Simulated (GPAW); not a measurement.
# Input and output of a self-consistent single point for a sheet of PtSe2 (3 atoms in the cell) (GPAW)

Computed with PBE, GPAW PAW datasets PBE (gpaw-data 1.0.1) (plane waves; GPAW).

The input file:

```python
from ase import Atoms
from ase.units import GPa
from gpaw import GPAW

atoms = Atoms(['Pt', 'Se', 'Se'],
              cell=[[3.619256, 0.000000, 0.000000],
                    [-1.809628, 3.134368, 0.000000],
                    [0.000000, 0.000000, 16.982038]],
              scaled_positions=[[0.000000, 0.000000, 0.500000],
                                [0.333333, 0.666667, 0.587800],
                                [0.666667, 0.333333, 0.412200]],
              pbc=True)

calc = GPAW(mode={'name': 'pw', 'ecut': 550},
            xc='PBE',
            kpts=(9, 9, 1),
            occupations={'name': 'methfessel-paxton', 'width': 0.136, 'order': 0},
            nbands=-9,
            convergence={'density': 1e-05, 'energy': 1e-05},
            symmetry={'symmorphic': False, 'tolerance': 0.0005},
            maxiter=100)

atoms.calc = calc

energy = atoms.get_potential_energy()
print('Energy (eV):', round(energy, 6))
forces = atoms.get_forces()
print('Forces (eV/Ang):')
print(forces.round(5))
stress = atoms.get_stress()
print('Stress (GPa, Voigt):', (stress / GPa).round(4))
```

Log, with long lists cut:

```
Input parameters:
  convergence: {density: 1e-05,
                energy: 1e-05}
  kpts: [9 9 1]
  maxiter: 100
  mode: {ecut: 550,
         name: pw}
  nbands: -9
  occupations: {name: methfessel-paxton,
                order: 0,
                width: 0.136}
  symmetry: {symmorphic: False,
             tolerance: 0.0005}
  xc: PBE

species:
  Pt:
    name: Platinum
    Z: 78.0
    valence: 16
    core: 62
    charge: 0.0
    file: Pt.PBE.gz

    # Using partial waves for Pt as LCAO basis

  Se:
    name: Selenium
    Z: 34.0
    valence: 6
    core: 28
    charge: 0.0
    file: Se.PBE.gz

    # Using partial waves for Se as LCAO basis

Reference energy: -632582.427029  # eV

Spin-paired calculation

Convergence criteria:
 Maximum [total energy] change in last 3 cyles: 1e-05 eV / valence electron
 Maximum integral of absolute [dens]ity change: 1e-05 electrons / valence electron
 Maximum integral of absolute [eigenst]ate change: 4e-08 eV^2 / valence electron
 Maximum number of scf [iter]ations: 100

Symmetries present (total): 12
Symmetries with fractional translations: 0
81 k-points: 9 x 9 x 1 Monkhorst-Pack grid
12 k-points in the irreducible part of the Brillouin zone
       k-points in crystal coordinates                weights
   0:     0.00000000    0.00000000    0.00000000          1/81
   1:     0.11111111    0.00000000    0.00000000          6/81
   2:     0.22222222   -0.11111111    0.00000000          6/81
   [... 7 lines left out ...]
          ...
  11:     0.44444444    0.44444444    0.00000000          6/81

Wave functions: Plane wave expansion
  Cutoff energy: 550.000 eV
  Number of coefficients (min, max): 5585, 5664
  Pulay-stress correction: 0.000000 eV/Ang^3 (de/decut=0.000000)

Occupation numbers: Methfessel-Paxton:
  width: 0.1360  # eV
  order: 0

Eigensolver

Densities:
  Coarse grid: 20*20*96 grid
  Fine grid: 40*40*192 grid
  Total Charge: 0.000000

Density mixing:
  Method: separate
  Backend: pulay
  Linear mixing parameter: 0.05
  old densities: 5
  Damping of long wavelength oscillations: 50

Hamiltonian:
  XC and Coulomb potentials evaluated on a 40*40*192 grid
  External potential:
    NoExternalPotential

XC parameters: PBE with 2 nearest neighbor stencil

Number of atoms: 3
Number of atomic orbitals: 20
Number of bands in calculation: 23
Number of valence electrons: 28
Bands to converge: occupied

Density initialized from atomic densities
  20 bands from LCAO basis set
  3 bands from random numbers

Atomic positions and initial magnetic moments

Positions:
   0 Pt     0.000000    0.000000    8.491019    ( 0.0000,  0.0000,  0.0000)
   1 Se    -0.000002    2.089580    9.982042    ( 0.0000,  0.0000,  0.0000)
   2 Se     1.809630    1.044788    6.999996    ( 0.0000,  0.0000,  0.0000)

Unit cell:
           periodic     x           y           z      points  spacing
  1. axis:    yes    3.619256    0.000000    0.000000    20     0.1567
  2. axis:    yes   -1.809628    3.134368    0.000000    20     0.1567
  3. axis:    yes    0.000000    0.000000   16.982038    96     0.1769

  Lengths:   3.619256   3.619256  16.982038
  Angles:   90.000000  90.000000 119.999997

Effective grid spacing dv^(1/3) = 0.1712

     iter     time        total  log10-change:
                         energy   eigst   dens
iter:   1 --:--:--   -15.245244
iter:   2 --:--:--   -14.937492   -1.38  -1.29
iter:   3 --:--:--   -14.480680   -1.50  -1.33
iter:   4 --:--:--   -14.402755   -2.15  -1.44
iter:   5 --:--:--   -14.410433   -2.08  -1.60
iter:   6 --:--:--   -14.374418   -2.56  -1.91
iter:   7 --:--:--   -14.364167   -3.02  -2.37
iter:   8 --:--:--   -14.364511   -3.67  -2.72
iter:   9 --:--:--   -14.362583   -3.34  -2.67
iter:  10 --:--:--   -14.362437   -4.04  -3.02
iter:  11 --:--:--   -14.362414c  -4.50  -3.38
iter:  12 --:--:--   -14.362420c  -4.85  -3.41
iter:  13 --:--:--   -14.362417c  -5.19  -3.41
iter:  14 --:--:--   -14.362421c  -5.50  -3.43
iter:  15 --:--:--   -14.362433c  -5.70  -3.42
iter:  16 --:--:--   -14.362400c  -5.40  -3.43
iter:  17 --:--:--   -14.362403c  -5.75  -3.80
iter:  18 --:--:--   -14.362403c  -6.19  -4.04
iter:  19 --:--:--   -14.362402c  -6.30  -4.07
iter:  20 --:--:--   -14.362402c  -6.68  -4.50
iter:  21 --:--:--   -14.362402c  -7.01  -4.49
iter:  22 --:--:--   -14.362402c  -7.15  -4.49
iter:  23 --:--:--   -14.362402c  -7.55c -4.55
iter:  24 --:--:--   -14.362402c  -7.64c -4.62
iter:  25 --:--:--   -14.362402c  -8.08c -4.77
iter:  26 --:--:--   -14.362402c  -8.31c -4.80
iter:  27 --:--:--   -14.362402c  -8.69c -5.21c

Converged after 27 iterations.

Dipole moment: (-0.000000, 0.000000, -0.000000) |e|*Ang

Energy contributions relative to reference atoms: (reference = -632582.427029)

Kinetic:         -5.572376
Potential:       +1.693964
External:        +0.000000
XC:              -9.977058
Entropy (-ST):   -0.000002
Local:           -0.506931
SIC:             +0.000000
--------------------------
Free energy:    -14.362403
Extrapolated:   -14.362402

Showing only first 2 kpts
 Kpt  Band  Eigenvalues  Occupancy
  0    12     -1.18955    1.99997
  0    13     -1.18954    1.99997
  0    14      1.19406    0.00000
  0    15      1.19407    0.00000

  1    12     -1.48450    2.00000
  1    13     -1.19617    1.99998
  1    14      0.44786    0.00000
  1    15      1.03285    0.00000

Fermi level: -0.78453

Gap: 0.809 eV
Transition (v -> c):
  (s=0, k=0, n=13, [0.00, 0.00, 0.00]) -> (s=0, k=7, n=14, [0.44, -0.22, 0.00])
Direct/indirect transitions are different
Direct gap: 1.095 eV
Transition at: (s=0, k=3, n=13, [0.22, 0.00, 0.00])
Energy (eV): -14.362402

Forces in eV/Ang:
  0 Pt   -0.00000    0.00000    0.00000
  1 Se    0.00000   -0.00000   -1.13824
  2 Se    0.00000    0.00000    1.13824

Stress tensor:
     0.000155     0.000000     0.000000
     0.000000     0.000155    -0.000000
     0.000000    -0.000000     0.017687
Stress (GPa, Voigt): [ 0.0248  0.0248  2.8337 -0.      0.      0.    ]
```

The run converged in 27 iterations. GPAW prints stress with tension positive.

The starting cell was generated: these elements placed on a structure prototype, without a prior relaxation; it need not be a known phase or ordering of this composition. Its lattice was rescaled in the plane by a random factor within 2.5 % of one. Spin-orbit coupling is off. Spin polarisation is off. Forces in this geometry exceed 1 eV/Å. The log's line on a gap gives a spacing of levels on this mesh, which the program prints for metals too.

Cost on one core of a shared machine: roughly 40 s.
